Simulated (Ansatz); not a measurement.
A computed series for BeTe: response to strain

Base system: BeTe in the zinc blende structure (space group F-43m, No. 216; a = 5.657 Å). Axes: x, y, z lie along the cube axes.

Strains are applied to the cell and any free atomic positions relax; under biaxial strain the out-of-plane vector relaxes too; under stress the whole cell relaxes.

Calculations: Ansatz (an electronic-structure program) r2SCAN, no SOC.

Notes on the quantities. energy relative to the base: free energy F.

```json
[
 {"variant": "base", "band gap": "2.38 eV", "energy relative to the base": "0 meV/atom", "volume per atom": "22.63 Å³", "space group": "F-43m (No. 216)"},
 {"variant": "biaxial strain −1.99 %, plane normal [001], relaxed out of plane", "band gap": "2.16 eV", "energy relative to the base": "+6.5 meV/atom", "volume per atom": "22.06 Å³", "space group": "I-4m2 (No. 119)"},
 {"variant": "biaxial strain −2.64 %, plane normal [110], relaxed out of plane", "band gap": "1.93 eV", "energy relative to the base": "+14 meV/atom", "volume per atom": "21.75 Å³", "space group": "Imm2 (No. 44)"},
 {"variant": "biaxial strain +1.06 %, plane normal [110], relaxed out of plane", "band gap": "2.33 eV", "energy relative to the base": "+2.1 meV/atom", "volume per atom": "23.01 Å³", "space group": "Imm2 (No. 44)"},
 {"variant": "isotropic strain −5.73 %", "band gap": "[?]", "energy relative to the base": "[?]", "volume per atom": "18.96 Å³", "space group": "F-43m (No. 216)"},
 {"variant": "isotropic strain −3.96 %", "band gap": "2.05 eV", "energy relative to the base": "+67 meV/atom", "volume per atom": "20.05 Å³", "space group": "F-43m (No. 216)"},
 {"variant": "uniaxial strain ε_zz = +2.98 %", "band gap": "2.32 eV", "energy relative to the base": "+6.2 meV/atom", "volume per atom": "23.30 Å³", "space group": "I-4m2 (No. 119)"},
 {"variant": "tensor shear ε_xy = −3.68 %", "band gap": "1.78 eV", "energy relative to the base": "+20 meV/atom", "volume per atom": "22.60 Å³", "space group": "Imm2 (No. 44)"},
 {"variant": "tensor shear ε_xz = −3.42 %", "band gap": "1.83 eV", "energy relative to the base": "+17 meV/atom", "volume per atom": "22.60 Å³", "space group": "Imm2 (No. 44)"},
 {"variant": "uniaxial stress, 3 GPa tension along x", "band gap": "2.23 eV", "energy relative to the base": "+7.5 meV/atom", "volume per atom": "23.03 Å³", "space group": "I-4m2 (No. 119)"}
]
```

**Question.** Some entries are withheld; estimate them.

**Answer.** 
- isotropic strain −5.73 %, band gap: 1.88 eV
- isotropic strain −5.73 %, energy relative to the base: +147 meV/atom

A biaxial case was relaxed in a doubled cell and then solved in the primitive one. With Te present, leaving out spin-orbit coupling can change the band edges. Beyond what the load breaks, stability against distortions was not tested.
